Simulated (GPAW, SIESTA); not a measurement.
A GPAW input for a self-consistent single point of MgSe (Fm-3m, 2 atoms in the cell) (DFT LDA (Perdew-Wang 92), plane waves, GPAW PAW datasets LDA (gpaw-data 1.0.1)):

```python
from ase import Atoms
from ase.units import GPa
from gpaw import GPAW

atoms = Atoms(['Mg', 'Se'],
              cell=[[0.000000, 2.730000, 2.730000],
                    [2.730000, 0.000000, 2.730000],
                    [2.730000, 2.730000, 0.000000]],
              scaled_positions=[[0.000000, 0.000000, 0.000000],
                                [0.500000, 0.500000, 0.500000]],
              pbc=True)

calc = GPAW(mode={'name': 'pw', 'ecut': 800},
            xc='LDA',
            kpts={'size': (8, 8, 8), 'gamma': True},
            occupations={'name': 'fermi-dirac', 'width': 0.01},
            nbands=-4,
            convergence={'density': 1e-05, 'energy': 1e-05, 'bands': -2},
            symmetry={'symmorphic': False, 'tolerance': 0.0005},
            maxiter=120)

atoms.calc = calc

energy = atoms.get_potential_energy()
print('Energy (eV):', round(energy, 6))
forces = atoms.get_forces()
print('Forces (eV/Ang):')
print(forces.round(5))
stress = atoms.get_stress()
print('Stress (GPa, Voigt):', (stress / GPa).round(4))
```

Q: Give the SIESTA input for the same structure, mesh, smearing and functional.

A: This is the input that was run; spellings and numerical settings could be chosen otherwise.

```
# files in the folder: Mg.psml Se.psml (PseudoDojo LDA standard)
SystemName  MgSe
SystemLabel siesta

NumberOfAtoms                2
NumberOfSpecies              2
%block ChemicalSpeciesLabel
  1 12 Mg
  2 34 Se
%endblock ChemicalSpeciesLabel
LatticeConstant              1.0 Ang
%block LatticeVectors
     0.000000000    2.730000000    2.730000000
     2.730000000    0.000000000    2.730000000
     2.730000000    2.730000000    0.000000000
%endblock LatticeVectors
AtomicCoordinatesFormat      Fractional
%block AtomicCoordinatesAndAtomicSpecies
     0.000000000    0.000000000    0.000000000  1
     0.500000000    0.500000000    0.500000000  2
%endblock AtomicCoordinatesAndAtomicSpecies

XC.functional                LDA
XC.authors                   PW92
PAO.BasisSize                DZP
PAO.EnergyShift              0.005 Ry
MeshCutoff                   350 Ry
%block kgrid.MonkhorstPack
    8   0   0  0.0
    0   8   0  0.0
    0   0   8  0.0
%endblock kgrid.MonkhorstPack
OccupationFunction           FD
ElectronicTemperature        0.01 eV

MaxSCFIterations             150
SCF.Mixer.Method             Broyden
SCF.Mixer.Weight             0.1
SCF.Mixer.History            6
SCF.DM.Tolerance             1.0E-05
Diag.ParallelOverK           true
WriteForces                  true
```

Basis settings and potentials, where a program has them, do not carry over. This input uses DFT, LDA PW92, numerical atomic orbitals DZP, PseudoDojo LDA standard norm-conserving potentials (rewritten from UPF to PSML). LDA parametrisations can differ slightly between programs. Both were run: pressure -2.37 GPa in GPAW and 0.08 in SIESTA; gap on the mesh 1.653 eV in GPAW and 1.846 in SIESTA.

On GPAW: the starting cell has typed, rounded lattice constants, without a prior relaxation at this level.

On SIESTA: the starting cell has typed, rounded lattice constants, without a prior relaxation at this level. Values carry the incompleteness of an atom-centred basis.
